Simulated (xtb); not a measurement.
xtb 6.7.1, GFN2-xTB: trigermane anion ([GeH3][GeH2][GeH3]), charge -1, multiplicity 2, 11 atoms. The geometry is a generated start, not checked to be a minimum at this level.

| Property | Value |
|---|---|
| method | GFN2-xTB |
| --acc | 1 (default) |
| --etemp (K) | 300 (default) |
| detailed input (--input) | none: ANC optimiser, Lindh (1995) Hessian, microcycle=20, maxdispl=1.0, hlow=0.01 (default) |
| basis functions | 38 |
| valence electrons | 21 |

```xyz
11

Ge     1.9088     0.7062    -0.0060
Ge     0.1640    -0.9114    -0.1182
Ge    -2.0393    -0.0468     0.1069
H      3.2956     0.1468    -0.1366
H      1.8040     1.7516    -1.0818
H      1.9217     1.4789     1.2832
H      0.4136    -1.9989     0.9019
H      0.2827    -1.6664    -1.4235
H     -2.4065     0.8759    -1.0166
H     -2.2358     0.7619     1.3591
H     -3.1088    -1.0978     0.1316
```

Charge -1 and multiplicity 2 are set for this test and not shown to be the ground state. GFN-xTB has no spin term: --uhf 1 sets the occupations alone.

The structure is relaxed from this start with --opt LEVEL for the levels crude, sloppy, loose, lax, normal, tight, vtight, extreme, once each. Up to the end of the extreme run atoms move by at most 0.90 Å along an axis.

Question: What is the loosest level that ends within 20 meV of the extreme run, and how many cycles does it take?

Answer: sloppy: 17 cycles against 35, ending 8.2 meV above.

| level | cycles | energy above the extreme run (meV) | gradient norm (eV/Å) |
|---|---|---|---|
| crude | 8 | 77 | 0.28 |
| sloppy | 17 | 8.2 | 0.093 |
| loose | 21 | 0.18 | 0.040 |
| lax | 22 | 0.11 | 0.038 |
| normal | 22 | 0.11 | 0.038 |
| tight | 23 | 0.095 | 0.033 |
| vtight | 31 | under 0.01 | 0.019 |
| extreme | 35 | — | 0.019 |
